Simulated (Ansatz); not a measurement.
Input and output of a self-consistent single point for MoCl6 (P31m, 7 atoms in the cell) (Ansatz, an electronic-structure program).

Level of theory: LDA (PW92), default PAW files made with PBE (plane waves; Ansatz).

The change in words: lattice scaled by 0.98; kpoints.mp_grid.grid: 5 5 5 → 3 3 3. Reference geometry:
```
MoCl6
1.0
    6.15496     0.00000     0.00000
   -3.07748     5.33035     0.00000
    0.00000     0.00000     5.64892
Mo Cl
1 6
Direct
  0.00000   0.00000   0.50885
  0.30361   0.30361   0.26629
  0.69639   0.69639   0.73371
  0.69639   0.00000   0.26629
  0.30361   0.00000   0.73371
  0.00000   0.69639   0.26629
  0.00000   0.30361   0.73371
```

Reference input (self-consistent single point, DFT, LDA (PW92), plane waves, default PAW files made with PBE): basis.ecutwfc = 30.9 Ry; kpoints.mp_grid.grid = 5 5 5; hamiltonian.xc = lda; hamiltonian.pseudopotentials = {kind: paw} (the program's default PAW files); scf.occupations.method = fixed. This run's input differs from it in these lines:

Ansatz 0.2 input:
```diff
@@ -3,13 +3,13 @@
   lattice:
-    - [6.154960, 0.000000, 0.000000]
-    - [-3.077480, 5.330352, 0.000000]
-    - [0.000000, 0.000000, 5.648922]
+    - [6.031861, 0.000000, 0.000000]
+    - [-3.015930, 5.223745, 0.000000]
+    - [0.000000, 0.000000, 5.535944]
   atoms:
-    - { symbol: Mo, position_ang: [0.000000, 0.000000, 2.874460] }
-    - { symbol: Cl, position_ang: [0.934354, 1.618348, 1.504251] }
-    - { symbol: Cl, position_ang: [2.143126, 3.712004, 4.144671] }
-    - { symbol: Cl, position_ang: [4.286253, 0.000000, 1.504251] }
-    - { symbol: Cl, position_ang: [1.868707, 0.000000, 4.144671] }
-    - { symbol: Cl, position_ang: [-2.143126, 3.712004, 1.504251] }
-    - { symbol: Cl, position_ang: [-0.934354, 1.618348, 4.144671] }
+    - { symbol: Mo, position_ang: [0.000000, 0.000000, 2.816971] }
+    - { symbol: Cl, position_ang: [0.915667, 1.585981, 1.474167] }
+    - { symbol: Cl, position_ang: [2.100264, 3.637764, 4.061777] }
+    - { symbol: Cl, position_ang: [4.200528, 0.000000, 1.474167] }
+    - { symbol: Cl, position_ang: [1.831333, 0.000000, 4.061777] }
+    - { symbol: Cl, position_ang: [-2.100263, 3.637764, 1.474167] }
+    - { symbol: Cl, position_ang: [-0.915667, 1.585981, 4.061777] }
 basis:
@@ -17,3 +17,3 @@
 kpoints:
-  mp_grid: { grid: [5, 5, 5] }
+  mp_grid: { grid: [3, 3, 3] }
 hamiltonian:
```

Output, abridged:

```
SCF iter   1: F=—  HF=-11112.235726 eV  |F-HF|=—  |Δ(HF+E_count)|=         —  Δρ=5.71e-3  dr2=3.89e-2  ethr=1.77e-3  ⟨swp⟩=4.0  Hψ=875  notcnv=0  defer=28
all-band conjugate gradients solve this SCF's bands
preconditioner: auto → Resta (q_TF=auto, 2.258 Å⁻¹)
SCF iter   2: F=—  HF=-11112.229832 eV  |F-HF|=—  |Δ(HF+E_count)|=   5.89e-3  Δρ=3.24e-3  dr2=1.32e-2  ethr=6.95e-5  ⟨swp⟩=2.4  Hψ=453  notcnv=0  defer=32
   [... lines left out ...]
SCF iter   5: F=—  HF=-11112.227140 eV  |F-HF|=—  |Δ(HF+E_count)|=   5.57e-5  Δρ=9.19e-5  dr2=2.44e-5  ethr=4.36e-7  ⟨swp⟩=2.3  Hψ=354  notcnv=0  defer=24
SCF iter   6: F=—  HF=-11112.227178 eV  |F-HF|=—  |Δ(HF+E_count)|=   3.76e-5  Δρ=3.47e-5  dr2=2.99e-6  ethr=4.36e-8  ⟨swp⟩=2.3  Hψ=355  notcnv=0  defer=14
SCF iter   7: F=—  HF=-11112.227178 eV  |F-HF|=—  |Δ(HF+E_count)|=   2.69e-7  Δρ=1.07e-5  dr2=3.85e-7  ethr=5.35e-9  ⟨swp⟩=2.6  Hψ=396  notcnv=0  defer=14
SCF iter   8: F=-11112.227178 eV  HF=-11112.227178 eV  |F-HF|=1.26e-8  |Δ(HF+E_count)|=   1.39e-7  Δρ=3.16e-6  dr2=2.95e-8  ethr=1.79e-10  ⟨swp⟩=12.9  Hψ=1246  notcnv=0
SCF 1 converged in 8 iterations: F = -11112.227178 eV  dr2 = 2.95e-8
Free energy (F): -11112.227178 eV
Internal energy: -11112.227178 eV  (E = F + TS)
E sigma→0 (E₀):  -11112.227178 eV
Fermi energy:    2.415105 eV
--- Forces (eV/Å), atoms counted from 1 ---
  atom   1  Mo     0.00000000    -0.00000000    -0.95651755
  atom   2  Cl     0.22998258     0.39834147    -0.33993814
  atom   3  Cl    -0.44163287    -0.76493048     0.65878085
  atom   4  Cl    -0.45996513     0.00000002    -0.33993814
  atom   5  Cl     0.88326567    -0.00000004     0.65878085
  atom   6  Cl     0.22998254    -0.39834150    -0.33993814
  atom   7  Cl    -0.44163280     0.76493053     0.65878085
--- Stress (GPa, compression-positive) ---
        2.043639       0.000000      -0.000000
        0.000000       2.043639       0.000000
       -0.000000       0.000000       1.813412
  P = ⅓ Tr σ = 1.9669 GPa (19.669 kbar)
  The stress holds the Pulay correction. Without it, at fixed plane waves, as pw.x and ABINIT print it: P = 1.9631 GPa
```

The run converged in 8 iterations. Against the reference run the free energy goes up by 1.1 meV/atom, the pressure goes from -2.02 to 1.97 GPa, the largest force goes from 0.839 to 1.102 eV/Å and the gap on the mesh goes from 0.959 to 0.944 eV.

The starting cell comes from a database of computed structures (which also holds hypothetical and non-ambient phases and stackings), without a prior relaxation at this level. Its lattice was rescaled by up to half a per cent. One atom was moved a little off its site on purpose. For this run, on top of that: lattice scaled by 0.98. Forces in this geometry exceed 1 eV/Å. Ansatz's pressure includes its estimate of the finite-basis (Pulay) stress.
